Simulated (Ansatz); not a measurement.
HfO2: strain along the normal

HfO2 (fluorite, Fm-3m, 10.423 Å³/atom at rest) under an equal strain ε in the (001) plane with the normal axis free, as in a coherent film. LDA in Ansatz, a plane-wave DFT program (PAW, default set), 420 eV, 11×11×11 Γ-centred mesh, Fermi-Dirac smearing 0.05 eV; ions are relaxed within the symmetry of each cell.

Here s stands for strain and y for normal strain.

```
strain (%)  normal strain (%)
----------  -----------------
-3.00                       ?
-1.50                    0.62
-1.00                    0.41
-0.50                    0.20
0.00                     0.00
0.50                    -0.20
1.00                    -0.38
1.50                    -0.57
```

Q: Fit y against s with a straight line, and predict the withheld value at s = -3.00.

A: Means: s 0, y 0.011. About the means, the sum of products is -2.7750 and the sum of squares of s is 7.0000; the slope is their ratio. Least squares gives y = 0.011 - 0.3964·s. Residuals (row less fit): 0.014, 0.003, -0.009, -0.011, -0.013, 0.005, 0.014; standard error 0.013 (degrees of freedom: 5). The slope, -0.40 ± 0.00, is the elastic response of the normal axis, −2C12/C11 for this plane. At the withheld row, y = 0.011 - 0.3964 × (-3.0) = 1.200%. The calculation gives 1.31%, 0.110% above the prediction (5.9 % of the range of y in the table). The row lies outside the fitted rows, so this is an extrapolation. From the scatter of the fitted rows alone, a prediction at this place has a standard error of 0.020%, so the miss is 5.5 times that.

One order more, fitted to all 13 runs of the series, follows each within 0.01, so the miss is the next term of a smooth law. The primitive cell can neither tilt nor turn polar against its symmetry, as such crystals can under strain. HfO2 is here the high-temperature cubic form, which is unstable at 0 K; the monoclinic form is the stable one. Rows are the converged runs of the series near zero and its far end; series whose fitted rows scatter by over a few per cent of the range, as at a crossing or softening among them, aren't shown in this form. Most that stay on the fit to the last digits aren't either.
